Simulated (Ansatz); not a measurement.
The parent structure is Zr in the hcp (Mg type) structure (space group P6_3/mmc, No. 194; relaxed with 0.1 eV smearing).

```
CELL_PARAMETERS angstrom
      3.24432     0.00000     0.00000
     -1.62216     2.80966     0.00000
      0.00000     0.00000     5.15800
ATOMIC_POSITIONS crystal
  Zr 0.66667 0.33333 0.75000
  Zr 0.33333 0.66667 0.25000
```

Computed with plane-wave PAW DFT at the r2SCAN level (Ansatz, a quantum-chemistry and plane-wave program, 500 eV), no spin-orbit coupling.

Strains are applied to the cell and any free atomic positions relax.

One change was made to it. Results:

| quantity | base | after |
|---|---|---|
| pressure (mean of the normal stresses, compression positive) | 0.0 GPa | 6.3 GPa |
| energy relative to the base (free energy F) | 0 meV/atom | +26 meV/atom |
| band gap | zero | zero |

Q: What was done to the base?
A) isotropic strain −0.50 %
B) isotropic strain −2.00 %
C) isotropic strain −3.00 %
D) isotropic strain −1.00 %
E) isotropic strain −2.50 %

A: B, isotropic strain −2.00 %. For comparison, the energy relative to the base in the other runs: isotropic strain −0.50 % gives +1.6 meV/atom; isotropic strain −3.00 % gives +60 meV/atom; isotropic strain −2.50 % gives +42 meV/atom; isotropic strain −1.00 % gives +6.4 meV/atom.

Stability against distortions was not tested. The final runs are not spin-polarised.
